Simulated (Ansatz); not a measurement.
## AlRu, pressure series

The reference is AlRu in the CsCl type structure (space group Pm-3m, No. 221; a = 3.004 Å).

Cell and atoms are relaxed at each pressure.

Level of theory: PBE (Ansatz, a program for electronic structure, PAW, no spin-orbit coupling).

| pressure (GPa) | volume per atom (Å³/atom) |
|---|---|
| -2 | 13.687 |
| -1 | 13.618 |
| 0 | 13.550 |
| 0.3 | ? |
| 0.7 | 13.504 |
| 1.5 | 13.452 |
| 5 | 13.238 |
| 7.5 | 13.096 |
| 10 | 12.961 |

Q: Fit the third-order Birch–Murnaghan form P(V) = (3B₀/2)[(V₀/V)^(7/3) − (V₀/V)^(5/3)]·[1 + (3/4)(B₀′ − 4)((V₀/V)^(2/3) − 1)] (squares taken in P) to the rows shown and predict the withheld row.

A: Least squares on the printed values gives V₀ = 13.550 Å³/atom, B₀ = 204 GPa, B₀′ = 4.5; this predicts 13.530 Å³/atom, and the run gives 13.530 Å³/atom, in agreement.

Load acts through the strain it causes; cell and atoms are relaxed under it. Whether these cells are dynamically stable was not tested. Competing high-pressure phases were not computed. The final runs are not spin-polarised.
